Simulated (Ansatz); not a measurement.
Levels about the gap of amorphous silicon oxynitride (Si45O18N48) (111 atoms in a cell of 1478 Å³, 2.50 g/cm³; zone centre alone, so wide bands show as single levels with stretches between that a denser mesh fills), at the geometry that PBE relaxed, where it gives 0.0 GPa on a denser mesh. The participation number counts the atoms over which a state spreads; weights are charges in smoothed Voronoi cells. The levels come from a single point, so bond lengths are those of that geometry. Method of the levels: r2SCAN, scalar-relativistic without spin-orbit coupling (Ansatz, a first-principles code). Sampling: the zone centre alone; Fermi-Dirac width 0.01 eV; collinear spin, started from moments on atoms (the moments died out). At PBE the levels at the filled edge of the gap are localised (band-tail or defect states), and the nearest spread-out levels lie 3.2 eV apart at the zone centre.

The cell was made by melting and quenching with the CHGNet potential and then relaxed with DFT. O and N atoms were pushed apart under 1.9 Å during the dynamics, to hinder bonds among them. The hot cell started wider than the set density and was brought back towards it in steps. It is the lowest in DFT energy of 4 quenches. It is a model cell: composition and starting density were chosen by hand, and all elements were melted together. No dispersion term was used. A short ab initio anneal came between quench and relaxation. Its density started from a set value of 2.46 and ended at 2.50 g/cm³. The simulated quench (nominally 150 K/ps over its main leg) is rapid and tends to freeze in more defects than a deposited or slowly cooled glass has. A cell of this size samples the disorder only roughly. Volume and shape were free in the relaxation.

```tsv
E - E(highest filled), eV	filling	spin	participation number	largest on	weight N	weight Si	weight O
-0.44	filled	up	9.5	N, 3 neighbours	0.84	0.10	0.06
-0.35	filled	up	10.6	N, 2 neighbours	0.82	0.10	0.08
-0.35	filled	dn	10.6	N, 2 neighbours	0.82	0.10	0.08
-0.25	filled	up	4.3	N, 2 neighbours	0.80	0.12	0.09
-0.25	filled	dn	4.3	N, 2 neighbours	0.80	0.12	0.09
0.00	filled	up	2.5	N, 2 neighbours	0.80	0.13	0.07
0.00	filled	dn	2.5	N, 2 neighbours	0.80	0.13	0.07
2.98	empty	dn	33.7	Si, 3 neighbours	0.42	0.46	0.13
2.98	empty	up	33.8	Si, 3 neighbours	0.42	0.46	0.13
3.40	empty	dn	8.4	Si, 3 neighbours	0.38	0.56	0.06
3.40	empty	up	8.4	Si, 3 neighbours	0.38	0.56	0.06
3.90	empty	up	34.7	Si, 3 neighbours	0.40	0.52	0.07
3.90	empty	dn	34.7	Si, 3 neighbours	0.40	0.52	0.07
4.02	empty	up	23.0	Si, 3 neighbours	0.41	0.53	0.06
```

Most localised among these is the filled level at +0.00 eV, on a N atom, which has 2 neighbours (Si 1.61 Å, Si 1.61 Å).
